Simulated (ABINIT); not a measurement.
# ABINIT run on NaCu₃O₄ (Cm, 8 atoms in the cell): self-consistent single point

Level of theory: LDA (PW92), PAW (JTH v2.0 LDA PAW) (plane waves; ABINIT).

This input was run:

```
# NaCu3O4, JTH v2.0 LDA PAW
pp_dirpath "./"
pseudos "Na.LDA_PW-JTH.xml, Cu.LDA_PW-JTH.xml, O.LDA_PW-JTH.xml"
acell 6.0101574884 6.0101574884 3.4798375081 Angstrom
rprim
         0.8931712705   -0.4497166680   -0.0000000000
         0.8931712705    0.4497166680    0.0000000000
        -0.0012006308   -0.0000000000    0.9999992792
natom 8
ntypat 3
znucl 11 29 8
typat 1 2 2 2 3 3 3 3
xred
         0.0067700000    0.0067700000    0.5046800000
         0.7611700000    0.7611700000    0.0012200000
         0.2450200000    0.2450200000    0.0087000000
         0.5025700000    0.5025700000    0.9911400000
         0.1299700000    0.6152300000    0.0083500000
         0.6152300000    0.1299700000    0.0083500000
         0.3916400000    0.8753200000    0.9974000000
         0.8753200000    0.3916400000    0.9974000000
ecut 30 Ha
pawecutdg 60 Ha
pawxcdev 0
occopt 7
tsmear 0.136 eV
nband 57
kptopt 1
ngkpt 4 4 6
nshiftk 1
shiftk 0 0 0
nstep 100
tolvrs 1.0e-12
prtwf 0
prtden 0
```

Output (repeated stretches shortened):

```
 Symmetries : space group Cm (#  8); Bravais mC (1-face-center monocl.)

 -outvars: echo values of preprocessed input variables --------
            acell      1.1357551669E+01  1.1357551669E+01  6.5759398773E+00 Bohr
             ecut      3.00000000E+01 Hartree
              ixc       -1012
         kptrlatt        4    0    0      0    4    0      0    0    6
          kptrlen      3.94556393E+01
            natom           8
            nband          57
            ngfft          60      60      36
          ngfftdg          80      80      48
             nkpt          34
            nstep         100
             nsym           2
           ntypat           3
           occopt           7
        pawecutdg      6.00000000E+01 Hartree
         pawxcdev           0
            rprim      8.9317127050E-01 -4.4971666800E-01 -0.0000000000E+00
                       8.9317127050E-01  4.4971666800E-01  0.0000000000E+00
                      -1.2006308000E-03 -0.0000000000E+00  9.9999927920E-01
          spgroup           8
           tolvrs      1.00000000E-12
           tsmear      4.99790825E-03 Hartree
            typat      1  2  2  2  3  3  3  3
           useylm           1
             xred      6.7700000000E-03  6.7700000000E-03  5.0468000000E-01
                       7.6117000000E-01  7.6117000000E-01  1.2200000000E-03
                       2.4502000000E-01  2.4502000000E-01  8.7000000000E-03
                       5.0257000000E-01  5.0257000000E-01  9.9114000000E-01
                       1.2997000000E-01  6.1523000000E-01  8.3500000000E-03
                       6.1523000000E-01  1.2997000000E-01  8.3500000000E-03
                       3.9164000000E-01  8.7532000000E-01  9.9740000000E-01
                       8.7532000000E-01  3.9164000000E-01  9.9740000000E-01
            znucl       11.00000   29.00000    8.00000

== DATASET  1 ==================================================================

 Real(R)+Recip(G) space primitive vectors, cartesian coordinates (Bohr,Bohr^-1):
 R(1)= 10.1442389 -5.1076803  0.0000000  G(1)=  0.0492891 -0.0978918  0.0000592
 R(2)= 10.1442389  5.1076803  0.0000000  G(2)=  0.0492891  0.0978918  0.0000592
 R(3)= -0.0078953  0.0000000  6.5759351  G(3)=  0.0000000  0.0000000  0.1520696
 Unit cell volume ucvol=  6.8144481E+02 bohr^3
 Angles (23,13,12)=  9.00614422E+01  9.00614422E+01  5.34510142E+01 degrees

 Coarse grid specifications (used for wave-functions):

 getcut: wavevector=  0.0000  0.0000  0.0000  ngfft=  60  60  36
         ecut(hartree)=     30.000   => boxcut(ratio)=   2.14263

 Fine grid specifications (used for densities):

 getcut: wavevector=  0.0000  0.0000  0.0000  ngfft=  80  80  48
         ecut(hartree)=     60.000   => boxcut(ratio)=   2.02009

   1.30172525E+04                                ecore*ucvol(ha*bohr**3)

_setup2: Arith. and geom. avg. npw (full set) are    5346.052    5346.036

--- !BeginCycle
solver: {iscf: 17, nstep: 100, nline: 4, wfoptalg: 10, }
tolerances: {tolvrs: 1.00E-12, }
...

     iter   Etot(hartree)      deltaE(h)  residm     nres2
 ETOT  1  -699.10397901679    -6.991E+02 1.028E+01 1.921E+02
 ETOT  2  -707.66136782545    -8.557E+00 7.730E-01 3.869E+02
 ETOT  3  -706.93207799404     7.293E-01 5.385E-01 8.426E+01
 ETOT  4  -706.96660126008    -3.452E-02 4.942E-01 9.313E+01
 ETOT  5  -706.96398445018     2.617E-03 2.388E-02 1.096E+02
 ETOT  6  -706.94799880938     1.599E-02 1.937E-02 9.038E+01
   [... 29 lines left out ...]
 ETOT 36  -706.83948436567    -4.547E-12 1.655E-04 5.640E-11
 ETOT 37  -706.83948436567     1.023E-12 1.369E-04 2.431E-11
 ETOT 38  -706.83948436567     1.933E-12 1.735E-04 8.221E-12
 ETOT 39  -706.83948436566     6.025E-12 4.761E-05 1.159E-11
 ETOT 40  -706.83948436566    -3.524E-12 1.168E-04 4.867E-13

 At SCF step   40       nres2   =  4.87E-13 < tolvrs=  1.00E-12 =>converged.

 Cartesian components of stress tensor (hartree/bohr^3)
  sigma(1 1)=  3.35820087E-04  sigma(3 2)=  0.00000000E+00
  sigma(2 2)=  3.48956666E-04  sigma(3 1)=  3.30272929E-06
  sigma(3 3)=  1.17499261E-04  sigma(2 1)=  0.00000000E+00

 ----iterations are completed or convergence reached----

 reduced coordinates (array xred) for    8 atoms
       0.006770000000      0.006770000000      0.504680000000
       0.761170000000      0.761170000000      0.001220000000
       0.245020000000      0.245020000000      0.008700000000
       0.502570000000      0.502570000000      0.991140000000
       0.129970000000      0.615230000000      0.008350000000
       0.615230000000      0.129970000000      0.008350000000
       0.391640000000      0.875320000000      0.997400000000
       0.875320000000      0.391640000000      0.997400000000
 cartesian forces (eV/Angstrom) at end:
    1     -0.06020812882171    -0.00000000000000    -0.02285405935610
    2     -0.47813125670595    -0.00000000000000    -0.07501549178624
    3      0.50478638169526    -0.00000000000000    -0.08886815517523
    4      0.03860700923266    -0.00000000000000     0.12338179077777
    5     -0.13054337778735    -0.71152092536369     0.02849956515749
    6     -0.13054337778735     0.71152092536369     0.02849956515749
    7      0.12801637508722    -0.66518152605368     0.00317839261241
    8      0.12801637508722     0.66518152605368     0.00317839261241
 frms,max,avg= 3.2169899E-01 7.1152093E-01  -5.042E-04  0.000E+00 -7.902E-04 e/A
 length scales= 11.357551668588 11.357551668588  6.575939877252 bohr
              =  6.010157488400  6.010157488400  3.479837508100 angstroms
 Fermi (or HOMO) energy (hartree) =   0.07934   Average Vxc (hartree)=  -0.37675
 Eigenvalues (hartree) for nkpt=  34  k points:
 kpt#   1, nband= 57, wtk=  0.01042, kpt=  0.0000  0.0000  0.0000 (reduced coord)
  -4.03960   -4.03938   -4.01731   -2.50031   -2.49908   -2.49805   -2.49773   -2.47509
  -2.47280   -2.46889   -2.46872   -2.45361   -1.74865   -0.73888   -0.73846   -0.73745
  -0.60581   -0.56067   -0.55996   -0.55604   -0.19352   -0.16267   -0.13885   -0.13035
  -0.11708   -0.09741   -0.06581   -0.06393   -0.03483   -0.02492   -0.02396   -0.02390
  -0.02043   -0.01299   -0.00745   -0.00470   -0.00093   -0.00005    0.00292    0.02302
   0.02678    0.04854    0.05443    0.06784    0.07699    0.08885    0.14607    0.17051
   0.33724    0.34353    0.35888    0.40727    0.41151    0.41266    0.47588    0.51206
   0.51934
      occupation numbers for kpt#   1
   2.00000    2.00000    2.00000    2.00000    2.00000    2.00000    2.00000    2.00000
   2.00000    2.00000    2.00000    2.00000    2.00000    2.00000    2.00000    2.00000
   2.00000    2.00000    2.00000    2.00000    2.00000    2.00000    2.00000    2.00000
   2.00000    2.00000    2.00000    2.00000    2.00000    2.00000    2.00000    2.00000
   2.00000    2.00000    2.00000    2.00000    2.00000    2.00000    2.00000    2.00000
   2.00000    2.00000    2.00000    1.99887    1.49391    0.00718    0.00000    0.00000
   0.00000    0.00000    0.00000    0.00000    0.00000    0.00000    0.00000    0.00000
   0.00000
 prteigrs : prtvol=0 or 1, do not print more k-points.

--- !EnergyTerms
comment             : Components of total free energy in Hartree
kinetic             :  7.16423926122805E+01
hartree             :  2.25528232447486E+02
xc                  : -2.22411020092183E+01
Ewald energy        : -3.45834311747238E+02
psp_core            :  1.91024311025782E+01
local_psp           : -5.50018560429940E+02
spherical_terms     : -1.05017437972608E+02
internal            : -7.06838355996661E+02
'-kT*entropy'       : -1.12842901639701E-03
total_energy        : -7.06839484425677E+02
total_energy_eV     : -1.92340805381116E+04
...

-Cartesian components of stress tensor (GPa)         [Pressure= -7.8679E+00 GPa]
- sigma(1 1)=  9.88016640E+00  sigma(3 2)=  0.00000000E+00
- sigma(2 2)=  1.02666578E+01  sigma(3 1)=  9.71696340E-02
- sigma(3 3)=  3.45694704E+00  sigma(2 1)=  0.00000000E+00

 Calculation completed.
```

The run converged in 40 iterations.

The starting cell comes from a database of computed structures (which also holds hypothetical and non-ambient phases and stackings), without a prior relaxation at this level. Its lattice was rescaled by a random factor within 2.5 % of one. Spin polarisation is off, so a magnetic state, if there is one, cannot be reached. With a pressure of about -8 GPa the cell is away from its equilibrium volume at this level. The run gives no clean gap (levels at the Fermi energy touch, overlap or are partly filled at this smearing), which alone does not show that the compound is a metal.

Cost on one core of a shared machine: roughly 10 min.
